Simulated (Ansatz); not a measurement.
# What a tighter setting buys: basis.ecutwfc, Li₂SnHgS₄ (I-42m, 8 atoms in the cell)

Cell: a = 6.6731 Å, b = 6.6731 Å, c = 6.6731 Å, α = 131.19°, β = 131.19°, γ = 71.51°.

Level of theory: PBE (plane waves, PAW; Ansatz, a program for electronic structure).

Base settings: basis.ecutwfc = 420 eV; kpoints.mp_grid.grid = 5 5 5; hamiltonian.xc = pbe; hamiltonian.pseudopotentials = {kind: paw} (the program's default PAW files); scf.occupations.method = cold; scf.occupations.width = 0.05 eV.

Misses are taken against the tightest run, 840 eV, which need not be fully converged itself. The energy is the free energy per atom.

The count of work is k-points × plane waves × bands × iterations; it is no time, and leaves out set-up, grids and terms that scale otherwise. 

Ansatz's pressure holds its estimate of the finite-basis (Pulay) stress, which hides part of the cutoff error; the uncorrected pressure shows it.

The starting cell was generated: these elements placed on a structure prototype, without a prior relaxation; it need not be a known phase or ordering of this composition. Its lattice was rescaled by a random factor within 2.5 % of one. In the base run, with a pressure of about 7 GPa the cell is away from its equilibrium volume at this level. In the base run, forces exceed 1 eV/Å. Ansatz's pressure includes its estimate of the finite-basis (Pulay) stress.

The runs (basis.ecutwfc): 170 eV | 210 eV | 250 eV | 295 eV | 335 eV | 380 eV | 420 eV | 485 eV | 545 eV | 630 eV | 735 eV | 840 eV.

Which is the coarsest setting among those run that, with all tighter ones, holds the energy within 20 meV/atom of the reference, and what does it save?

335 eV, off by 5.6 meV/atom; it needs 0.25 of the reference's count of work.

What does the step from 250 eV to 630 eV buy?

It takes the miss in the energy from 300 to 0.06 meV/atom, for 3.5 times the count of work.

| basis.ecutwfc | energy less reference (meV/atom) | pressure less reference (GPa) | largest difference in the force on any atom (eV/Å) | uncorrected pressure less reference (GPa) | count of work / reference |
|---|---|---|---|---|---|
| 170 eV | 6521.42 | 2.19 | 0.514 | -206.59 | 0.13 |
| 210 eV | 1493.65 | 0.14 | 0.059 | -61.89 | 0.17 |
| 250 eV | 299.26 | 0.51 | 0.077 | -16.02 | 0.19 |
| 295 eV | 38.06 | 0.15 | 0.030 | -2.69 | 0.21 |
| 335 eV | 5.56 | 0.05 | 0.009 | -0.37 | 0.25 |
| 380 eV | 1.50 | 0.02 | 0.004 | -0.03 | 0.31 |
| 420 eV | 0.86 | 0.01 | 0.001 | -0.02 | 0.35 |
| 485 eV | 0.30 | 0.00 | 0.000 | -0.01 | 0.44 |
| 545 eV | 0.13 | 0.00 | 0.000 | 0.00 | 0.53 |
| 630 eV | 0.06 | 0.00 | 0.000 | 0.00 | 0.65 |
| 735 eV | 0.02 | 0.00 | 0.000 | 0.00 | 0.82 |
| 840 eV | 0.00 | 0.00 | 0.000 | 0.00 | 1.0 |

Keys are those of Ansatz 0.2.
